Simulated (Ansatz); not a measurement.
## Hypothetical zinc blende HgO, response to strain

Take HgO in the zinc blende structure (space group F-43m, No. 216; a = 5.196 Å; a hypothetical phase, not in the database extracts checked) as the base.

Strains are applied to the cell and any free atomic positions relax.

Calculations: Kohn–Sham DFT with the PBEsol functional, run in Ansatz (a first-principles code) with PAW and 420 eV plane waves, without spin-orbit coupling.

Notes on the quantities. energy relative to the base: free energy F.

| isotropic strain (%) | energy relative to the base (meV/atom) |
|---|---|
| -3.51 | 66.2 |
| -2.96 | 46.0 |
| -1.51 | ? |
| -1.1 | 5.9 |
| 0 | 0.0 |
| 1.78 | 13.7 |

Fit ΔE = Aε² + Bε³ (ε in %) to the rows shown and predict the withheld row.

Least squares on the printed values gives A = 4.67 and B = -0.20 meV/atom (largest residual 0.1 meV/atom); this predicts 11.3 meV/atom, and the run gives 11.3 meV/atom, in agreement.

No phonon test of stability was made. The final runs are not spin-polarised.
